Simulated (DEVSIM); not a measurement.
Device: Si p-i-n diode, at 300 K.

Layer 1 from the left is Si, thickness (μm) 0.330, Na (cm⁻³) 1.3e19, τn (s) 0.00013, τp (s) 0.00013. Layer 2 from the left is Si, thickness (μm) 0.490, Nd (cm⁻³) 1.7e11, τn (s) 0.00013, τp (s) 0.00013. Layer 3 from the left is Si, thickness (μm) 0.520, Nd (cm⁻³) 7.3e17, τn (s) 0.00013, τp (s) 0.00013.

Left contact: ohmic. Right contact: ohmic. Voltage is applied to the left contact. Recombination: SRH at mid-gap. Mobility is μmin + (μ − μmin)/(1 + (N/Nref)^α).

This is a model device: material constants are rounded textbook-type values typed into the input, and sizes, dopings and lifetimes were drawn at random. Values at 300 K.

Si: gap (eV) 1.124, affinity (eV) 4.05, permittivity 11.7, Nc (cm⁻³) 2.86e19, Nv (cm⁻³) 3.1e19, μn (cm²/Vs) 1417, μp (cm²/Vs) 470, μn,min 52, μp,min 45, Nref,n 9.7e16, Nref,p 2.2e17, αn 0.68, αp 0.72.

Model (solved in DEVSIM): 1D drift-diffusion, Boltzmann statistics, complete ionisation; no tunnelling, impact ionisation, image-force lowering or self-heating.

Task: What does the simulation give for the dark forward voltage at 1 A/cm², the dark forward voltage at 100 A/cm², the potential step across the device at zero bias?

Result: dark forward voltage at 1 A/cm² 0.693 V; dark forward voltage at 100 A/cm² 0.813 V; potential step across the device at zero bias 1.007 V.
